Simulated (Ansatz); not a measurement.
CsCl-type CoAl was calculated with revPBE in Ansatz (plane waves, PAW).

Settings: plane-wave cutoff 520 eV, 22×22×22 k mesh, Fermi–Dirac smearing 0.04 eV (set by the program), no spin polarisation, scalar-relativistic PAW data made under PBE.

Cell (relaxed at this level):

```cif
data_AlCo
_chemical_formula_sum 'Al1 Co1'
_space_group_name_H-M_alt 'P 1'
_space_group_IT_number 1
_cell_length_a 2.86837
_cell_length_b 2.86837
_cell_length_c 2.86837
_cell_angle_alpha 90.000
_cell_angle_beta 90.000
_cell_angle_gamma 90.000
loop_
_space_group_symop_operation_xyz
  'x, y, z'
loop_
_atom_site_label
_atom_site_type_symbol
_atom_site_fract_x
_atom_site_fract_y
_atom_site_fract_z
_atom_site_occupancy
Al1 Al 0.50000 0.50000 0.50000 1
Co1 Co 0.00000 0.00000 0.00000 1
```

### Question
Predict the elastic constant C11, elastic constant C44 and elastic constant C12.

### Answer

elastic constant C11: 281 GPa
elastic constant C44: 136 GPa
elastic constant C12: 116 GPa

Elastic constants are with the ions relaxed.

The computed numbers hold no vibrational or temperature effects.

Computing time: around 6 core-minutes (rough).

Ansatz is a program for electronic structure.
